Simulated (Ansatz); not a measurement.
Take Ti in the hcp (Mg type) structure (space group P6_3/mmc, No. 194; a = 2.864 Å, c = 4.537 Å; relaxed with 0.1 eV smearing) as the base. Axes: x lies along a and z along c of the hexagonal cell.

Computed with LDA (Ansatz, a quantum-chemistry and plane-wave program, PAW, spin-orbit coupling left out).

Perturbation: uniaxial strain ε_xx = −1.00 %, all other strain components held at zero; the atoms relax in the strained cell.

**Question.** Predict the stress tensor and what it implies for the stiffness.

**Answer.** Stress of the strained cell less that of the base (GPa, compression positive):
```
    1.7     0.0     0.0
    0.0     1.2     0.0
    0.0     0.0     0.9
```

Then −Δσ_ii/ε with ε = -0.0100 gives relaxed-ion elastic constants: C11 ≈ 173 GPa, C12 ≈ 115 GPa and C13 ≈ 92 GPa.

Stability against distortions was not tested. All final runs are without spin polarisation.
